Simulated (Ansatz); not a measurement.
**What 4 layers does to Be**

Take Be in the hcp (Mg type) structure (space group P6_3/mmc, No. 194; a = 2.264 Å, c = 3.564 Å) as the base. Axes: x lies along a and z along c of the hexagonal cell.

One thing is altered: a free-standing slab of 4 layers (4 atoms, 1 a layer) is cut normal to the z axis, with 15 Å of vacuum and the in-plane cell held at bulk.

Method: r2SCAN, PAW, 500 eV (Ansatz, a program for electronic structure; no spin-orbit coupling). Settings: 23×23×1 k-points, 0.05 eV Fermi–Dirac smearing, for the changed cell.

| quantity | base | changed | shift |
|---|---|---|---|
| layer's space group (with vacuum) | – | P-3m1 (No. 164) | – |
| shortest interatomic distance | 2.210 Å | 2.238 Å | +0.028 Å |
| band gap | zero | zero | – |
| excess energy per area of both faces (slab less bulk energy over the cell's area: twice a surface energy) (uncertain by up to 0.1 J/m²) | – | 3.7 J/m² | – |
| change of the spacing d23 from its bulk value of 1.782 Å | – | +1.9 % | – |

Slab and bulk use different k-meshes, which limits the precision of the excess energy. Stability against distortions was not tested.
